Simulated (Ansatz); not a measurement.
The reference is BaTiO3 (space group R3m, No. 160; a = 5.6802 Å, c = 6.9948 Å (hexagonal axes)). Axes: x lies along a and z along c of the hexagonal cell.

Method: r2SCAN (Ansatz, a first-principles code), without spin-orbit coupling, earlier PAW set.

Now apply this change: the cell is stretched by 5.80 % along x with no lateral relaxation, atoms relaxed at fixed cell.

Task: Predict the stress tensor and what it implies for the stiffness.

Result: Stress of the strained cell less that of the base (GPa, compression positive):
```
 -11.43    0.00    0.00
   0.00   -3.33    2.63
   0.00    2.63   -1.23
```

Then −Δσ_ii/ε with ε = 0.0580 gives secant stiffness values (nonlinear terms included at this strain): C11 ≈ 197 GPa, C12 ≈ 57 GPa and C13 ≈ 21 GPa.

As a check, the harmonic strain energy −½ V₀ Δσ:ε is 27 meV/atom; the computed energy rise is 30 meV/atom.

Stability against distortions was not tested. The final runs are not spin-polarised. This is not the structure that BaTiO3 has at room temperature and ambient pressure.
